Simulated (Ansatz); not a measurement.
Ansatz (an electronic-structure program) run on RbBi3 (P6_3/mmc, 8 atoms in the cell): self-consistent single point.

Method: PBEsol, PAW files made with PBE (plane waves; Ansatz).

The change in words: lattice scaled by 0.97; basis.ecutwfc: 420 eV → 250 eV. Reference geometry:
```yaml
crystal:
  lattice:
    - [5.81871, 0.00000, 0.00000]
    - [-2.90936, 5.03915, 0.00000]
    - [0.00000, 0.00000, 10.32587]
  atoms:
    - { symbol: Rb, position: [0.66667, 0.33333, 0.75000] }
    - { symbol: Rb, position: [0.33333, 0.66667, 0.25000] }
    - { symbol: Bi, position: [0.66667, 0.33333, 0.09687] }
    - { symbol: Bi, position: [0.33333, 0.66667, 0.90313] }
    - { symbol: Bi, position: [0.33333, 0.66667, 0.59687] }
    - { symbol: Bi, position: [0.66667, 0.33333, 0.40313] }
    - { symbol: Bi, position: [0.00000, 0.00000, 0.75000] }
    - { symbol: Bi, position: [0.00000, 0.00000, 0.25000] }
```

Reference input (self-consistent single point, DFT, PBEsol, plane waves, PAW files made with PBE): basis.ecutwfc = 420 eV; kpoints.mp_grid.grid = 6 6 3; hamiltonian.xc = pbesol; hamiltonian.pseudopotentials = {kind: paw} (the program's default PAW files); scf.occupations.method = fermi_dirac; scf.occupations.width = 0.1 eV. This run's input differs from it in these lines:

Ansatz 0.2 input:
```diff
@@ -3,5 +3,5 @@
   lattice:
-    - [5.818710, 0.000000, 0.000000]
-    - [-2.909355, 5.039151, 0.000000]
-    - [0.000000, 0.000000, 10.325870]
+    - [5.644149, 0.000000, 0.000000]
+    - [-2.822074, 4.887976, 0.000000]
+    - [0.000000, 0.000000, 10.016094]
   atoms:
@@ -16,3 +16,3 @@
 basis:
-  ecutwfc: 420.0
+  ecutwfc: 250.0
 kpoints:
```

The program printed (abridged):

```
SCF iter   1: F=—  HF=-79898.117677 eV  |F-HF|=—  |Δ(HF+E_count)|=         —  Δρ=2.47e-2  dr2=3.87e0  ethr=3.10e-3  ⟨swp⟩=8.4  Hψ=3746  notcnv=0
all-band conjugate gradients solve this SCF's bands
preconditioner: auto → Kerker (q_TF=auto, 2.333 Å⁻¹)
SCF iter   2: F=—  HF=-79897.058042 eV  |F-HF|=—  |Δ(HF+E_count)|=    1.06e0  Δρ=1.40e-2  dr2=1.58e0  ethr=3.10e-3  ⟨swp⟩=2.0  Hψ=1162  notcnv=0  defer=1
   [... lines left out ...]
SCF iter   6: F=—  HF=-79896.373087 eV  |F-HF|=—  |Δ(HF+E_count)|=   1.09e-4  Δρ=1.10e-4  dr2=9.51e-5  ethr=9.74e-7  ⟨swp⟩=2.0  Hψ=1197  notcnv=0  defer=1
SCF iter   7: F=—  HF=-79896.372969 eV  |F-HF|=—  |Δ(HF+E_count)|=   1.18e-4  Δρ=4.52e-5  dr2=1.33e-5  ethr=8.81e-8  ⟨swp⟩=2.0  Hψ=1016  notcnv=0  defer=1
SCF iter   8: F=—  HF=-79896.372970 eV  |F-HF|=—  |Δ(HF+E_count)|=   1.09e-6  Δρ=1.63e-5  dr2=1.35e-6  ethr=1.23e-8  ⟨swp⟩=2.0  Hψ=1501  notcnv=0  defer=1
SCF iter   9: F=-79896.372970 eV  HF=-79896.372970 eV  |F-HF|=1.36e-8  |Δ(HF+E_count)|=   1.43e-7  Δρ=4.26e-6  dr2=7.01e-8  ethr=9.26e-11  ⟨swp⟩=6.0  Hψ=4175  notcnv=0
SCF 1 converged in 9 iterations: F = -79896.372970 eV  dr2 = 7.01e-8
Free energy (F): -79896.372970 eV
Internal energy: -79896.156672 eV  (E = F + TS)
E sigma→0 (E₀):  -79896.264821 eV
Entropy (-TS):   -0.216298 eV (-27.037 meV/atom)
Fermi energy:    9.167200 eV
--- Forces (eV/Å), atoms counted from 1 ---
  atom   1  Rb     0.00000000    -0.00000000     0.00000000
  atom   2  Rb    -0.00000000     0.00000000    -0.00000000
  atom   3  Bi    -0.00000000     0.00000000    -0.29157332
  atom   4  Bi     0.00000000    -0.00000000     0.29157332
  atom   5  Bi     0.00000000    -0.00000000    -0.29157332
  atom   6  Bi    -0.00000000     0.00000000     0.29157332
  atom   7  Bi    -0.00000000     0.00000000    -0.00000000
  atom   8  Bi     0.00000000    -0.00000000     0.00000000
--- Stress (GPa, compression-positive) ---
        1.392330       0.000000      -0.000000
       -0.000000       1.392330       0.000000
       -0.000000       0.000000       1.477693
  P = ⅓ Tr σ = 1.4208 GPa (14.208 kbar)
  The stress holds the Pulay correction. Without it, at fixed plane waves, as pw.x and ABINIT print it: P = -11.2654 GPa
```

The run converged in 9 iterations. Against the reference run the free energy rises by 340 meV/atom, the pressure goes from -1.70 to 1.42 GPa and the largest force goes from 0.169 to 0.292 eV/Å.

The starting cell comes from a database of computed structures (which also holds hypothetical and non-ambient phases and stackings), without a prior relaxation at this level. For this run, on top of that: lattice scaled by 0.97. Ansatz's pressure includes its estimate of the finite-basis (Pulay) stress. Without the estimate this run gives -11.27 GPa. The cutoff lies below the one recommended for these files.
